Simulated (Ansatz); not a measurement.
## Point defect Ga on the Si site + 1 H in silicon

All values below come from PBE, PAW (plane waves to 420 eV; Ansatz, a program for electronic structure). Cell and caveats: 64-site cell; 2×2×2 shifted k-points; start: the Si site; H antibonding at the dopant; not converged in cell size.

Neighbours after relaxation, in Å: of the Ga atom: H 1.74, Si 2.36, Si 2.36, Si 2.38, Si 3.18; of the H atom: Si 1.52, Ga 1.74, Si 2.87, Si 2.93, Si 2.95.

Formation energies E_f are those of the neutral cell. Chemical conditions: host crystal and elements as references (Δμ(Si) = 0.00 eV, Δμ(H) = 0.00 eV, Δμ(Ga) = 0.00 eV; H taken from its element, since no compound that bounds it was computed at this level; Ga taken from its element, since no compound that bounds it was computed at this level; only phases computed here count, gases as isolated molecules at 0 K). Reference phases: Ga: alpha gallium, H: H2 molecule in a box, Si: silicon.

```tsv
charge	moment (μB)	point group	largest move off a lattice site (Å)	E_f, host crystal and elements as references (eV)
0	not spin-polarised	near Cs	0.48	1.00
```

Point groups are those of the whole cell at tolerances of 0.03 and 0.1 Å ("near" where only the looser one holds); none is given for unsettled states.

No other site or start that was run ended lower by more than 0.1 eV.
